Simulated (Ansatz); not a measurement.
Base system: MgS in the rock salt structure (space group Fm-3m, No. 225; a = 5.2030 Å). Axes: x, y, z lie along the cube axes.

The values are results of Ansatz (an electronic-structure program) r2SCAN, no SOC, not measurements.

Strains are applied to the cell and any free atomic positions relax; under biaxial strain the out-of-plane vector relaxes too.

One change was made to it. Results:

```csv
quantity,base,after
"valence-band top at Γ (three highest levels, from the VBM)","0.00, 0.00, 0.00 eV","0.00, 0.00, -0.12 eV"
"pressure (mean of the normal stresses, compression positive)",0.00 GPa,1.03 GPa
"valley order (the lowest conduction-band minima on the path, energy above the VBM, named in the base's zone)",X along ⟨100⟩ 3.46 eV; Γ 4.64 eV,X along [010] 3.45 eV; Γ 4.70 eV
energy relative to the base (free energy F),0 meV/atom,+1.4 meV/atom
```

Which change produced these results?
(A) biaxial strain −1.67 %, plane normal [111], relaxed out of plane
(B) biaxial strain −1.25 %, plane normal [111], relaxed out of plane
(C) biaxial strain −0.42 %, plane normal [111], relaxed out of plane
(D) biaxial strain −0.83 %, plane normal [111], relaxed out of plane
(E) biaxial strain −2.08 %, plane normal [111], relaxed out of plane

D, biaxial strain −0.83 %, plane normal [111], relaxed out of plane. For comparison, the valley order in the other runs: biaxial strain −0.42 %, plane normal [111], relaxed out of plane gives X along [010] 3.46 eV; Γ 4.67 eV; biaxial strain −1.25 %, plane normal [111], relaxed out of plane gives X along [010] 3.43 eV; Γ 4.73 eV; biaxial strain −2.08 %, plane normal [111], relaxed out of plane gives X along [010] 3.40 eV; Γ 4.77 eV; biaxial strain −1.67 %, plane normal [111], relaxed out of plane gives X along [010] 3.42 eV; Γ 4.75 eV.

The levels and masses belong to the bands next to the band gap. No phonon test of stability was made.
